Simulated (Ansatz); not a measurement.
The starting structures come from a database of crystals and need not be the phases stable at ambient conditions.

```xyz
12
Lattice="6.4983 0.0000 0.0000 -2.5130 8.7174 0.0000 0.0000 4.6632 4.3480" Properties=species:S:1:pos:R:3 pbc="T T T"
Sb     1.8819     9.8340     2.2114
Sb     2.1033     3.5466     2.1367
Sb     5.3525     4.6156     3.1334
Sb    -1.3672     8.7650     1.2146
Os     2.7554     7.5331     1.2271
Os     1.2299     5.8475     3.1209
Os     4.4790     3.4730     0.9069
Os    -0.4938     9.9076     3.4411
Se     3.6796    10.2591     4.2786
Se     0.3057     3.1215     0.0694
Se     3.5548     6.7075     3.4131
Se     0.4304     6.6731     0.9350
```

Space group of this cell: P2_1/c. The cell is taken as given; by r2SCAN its mean pressure is -2.7 GPa.

Transport runs along the normal of the first two printed cell vectors.

No gap correction and no spin-orbit coupling; mid-gap values are interpolated between computed energies.

Estimate the band gap and the smallest decay constant κ at mid-gap that r2SCAN run with Ansatz (a program for electronic structure) returns for this system.

Gap 1.22 eV on a 6×8×8 mesh; κ = 0.182 1/Å, at (0.333, 0.000) of the in-plane reciprocal vectors. At the zone centre, at the nearest computed energy, the slowest state has κ = 0.22 1/Å.
